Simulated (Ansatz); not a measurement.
ZnSe under load (space group I-4m2): band-edge transport data

Consider the following.

```yaml
crystal:
  lattice:
    - [0.00000, 2.83942, 2.75698]
    - [2.83942, 0.00000, 2.75698]
    - [2.83942, 2.83942, 0.00000]
  atoms:
    - { symbol: Zn, position: [0.00000, 0.00000, 0.00000] }
    - { symbol: Se, position: [0.75000, 0.75000, 0.75000] }
```

Computed with PBEsol with spin-orbit coupling, rigid bands (plane waves, PAW; Ansatz, a first-principles code). Condition of this run: uniaxial stress zz = 1 GPa (compression positive) (the target of the relaxation). Geometry: cell and atoms relaxed with PBEsol, then loaded as said.

```yaml
band_gap: 1.09 eV
electron conductivity mass (300 K, dilute): 0.102 (x), 0.102 (y), 0.099 (z) mₑ
hole conductivity mass (300 K, dilute): 0.66 (x), 0.66 (y), 0.43 (z) mₑ
effective density of states N_c (300 K): 7.5e17 cm⁻³
effective density of states N_v (300 K): 9.0e18 cm⁻³
density_of_states_mass_electrons: 0.096 mₑ
density_of_states_mass_holes: 0.51 mₑ
Seebeck coefficient, n-type 1e19 cm⁻³, 300 K: -65 μV/K
Seebeck coefficient, p-type 1e19 cm⁻³, 300 K: 262 μV/K
```

Rigid bands; masses and Seebeck coefficients take one relaxation time τ for all states and one kind of carrier; polarons and phonon drag are left out.
